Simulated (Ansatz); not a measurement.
Fluorite AuAl₂, relaxed in Ansatz (plane waves) with several semilocal functionals. Each gives its own volume and its own bulk modulus:

| level | V0 (Å³/atom) | bulk modulus B0 (GPa) | ln V0 | ln B0 |
|---|---|---|---|---|
| PBEsol-D3(BJ) | 17.514 | 124.3 | 2.8630 | 4.8227 |
| LDA | 17.607 | 121.2 | 2.8683 | 4.7974 |
| r²SCAN+rVV10 | 17.965 | 121.0 | 2.8884 | 4.7958 |
| PBEsol | 18.027 | 114.9 | 2.8919 | 4.7441 |
| PBE | 18.554 | 104.6 | 2.9207 | 4.6501 |
| rVV10 | 18.919 | 97.43 | 2.9402 | 4.5791 |

Fit a straight line to ln B0 against ln V0. What does it predict for r²SCAN-D4, whose volume is 17.927 Å³/atom?

With x = ln V0 and y = ln B0: means 2.89542 and 4.73153; Σ(Δx Δy) = -0.01412, Σ(Δx²) = 0.004493, so the slope is -3.14. At x = 2.8863 the line gives y = 4.73153 + (-3.14) × (2.8863 − 2.89542) = 4.7602, or 116.8 GPa. The run with r²SCAN-D4 gives 121.3 GPa, +3.9 % from the line. The rows used scatter about it by up to 4.3 %, while the largest value lies 28 % above the smallest. For comparison, PBE's own equation of state has B′ = 4.9, the slope −d ln B/d ln V at a fixed functional; the two needn't agree, since functionals also differ at one volume.

Ansatz's density-functional and Hartree–Fock values are scalar-relativistic unless marked +SOC, with PAW data made under PBE.

Ansatz is a quantum-chemistry and plane-wave program.
